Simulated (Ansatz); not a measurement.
Functionals compared on the (11-23) surface of hcp Re in its 1x1 cell, outermost plane spacing 0.51 Å in the ideal cut, in Ansatz (plane waves, PAW). The structure was relaxed with PBE; the other rows are single points on it, each with its references at the same level. Cutoff 420 eV (500 eV for r2SCAN).

Set-up: 21 atoms, 10.2 Å thick at the start (thin: gaps and levels are the slab's own); mesh 9x6x1; 0.1 eV smearing; dipole correction on; all atoms relaxed; no symmetry held; no spin, no spin-orbit, no U. These notes are the PBE run's.

```csv
functional,surface energy (J/m²),work function of the top face (eV),rough cost of the single point
PBE,3.53,4.45,–
LDA,4.03,4.76,very roughly 10 core-minutes
PBEsol,3.93,4.55,around 11 core-minutes (rough)
RPBE,[?],[?],around 11 core-minutes (rough)
r2SCAN,3.74,4.46,around 20 core-minutes (rough)
```

Q: Fill in the missing entries.

A: 
- RPBE, surface energy (J/m²): 3.33
- RPBE, work function of the top face (eV): 4.30

Ansatz is a first-principles code.
